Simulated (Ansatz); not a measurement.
Consider Pb in the fcc (Cu type) structure (space group Fm-3m, No. 225; a = 4.934 Å; relaxed with 0.1 eV smearing). Axes: x, y, z lie along the cube axes.

Method: PBEsol, PAW, 420 eV (Ansatz, a quantum-chemistry and plane-wave program; no spin-orbit coupling).

Perturbation: tensile biaxial strain of 1.99 % in the plane normal to [110], as in epitaxy on a mismatched substrate; the out-of-plane cell vector and the atoms relax.

How does this affect the in-plane stress and ratio −ε⊥/ε∥?

The mean in-plane stress (compression positive) comes out as -1.3 GPa; the ratio −ε⊥/ε∥ amounts to 0.96.

A biaxial case was relaxed in a doubled cell and then solved in the primitive one. No phonon test of stability was made.
